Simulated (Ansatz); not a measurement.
Inside the gap of an insulator the Bloch states are evanescent, with a wavenumber k + iκ along the transport direction.

Data:

```xyz
4
Lattice="3.1889 0.0000 0.0000 -1.5945 2.7617 0.0000 0.0000 0.0000 5.3481" Properties=species:S:1:pos:R:3 pbc="T T T"
Ga     1.5945     0.9206     2.6691
Ga     0.0000     1.8411     5.3432
N      1.5945     0.9206     4.6845
N      0.0000     1.8411     2.0105
```

The cell is strained (lengths along the current scaled by 1.03, ions clamped); by r2SCAN it stands under a pressure of -6.1 GPa.

Transport runs along the normal of the first two printed cell vectors, the (001) (indices of the unstrained crystal) plane of the conventional cell.

The gap is the functional's own, uncorrected, and κ follows it; spin-orbit coupling is left out. Mid-gap means the computed energy nearest the middle.

State the band gap and the smallest decay constant κ at mid-gap according to r2SCAN in Ansatz (a quantum-chemistry and plane-wave program).

Gap 2.02 eV on a 12×12×6 mesh; κ = 0.137 1/Å, at the zone centre.
